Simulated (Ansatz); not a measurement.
# Equilibrium lattice constant a of YSiNO2 (model structure, P4/mmm, No. 123, 5 atoms in the cell) at several levels of theory

No measured value is used here.

```json
[
 {"level (code)": "LDA (Ansatz)", "value (Å)": "3.545"},
 {"level (code)": "PBEsol (Ansatz)", "value (Å)": "3.575"},
 {"level (code)": "r²SCAN (Ansatz)", "value (Å)": "(withheld)"}
]
```

Task: What belongs in the gaps?

Result: 
- r²SCAN (Ansatz, a program for electronic structure), value (Å): 3.578

Cutoffs differ between the levels. Ansatz's density-functional and Hartree–Fock values are scalar-relativistic unless marked +SOC, with PAW data made under PBE.

A model structure was made by putting elements into a prototype or built by hand; it is no filed structure, need not be a known phase, and can be a saddle point held by its symmetry.
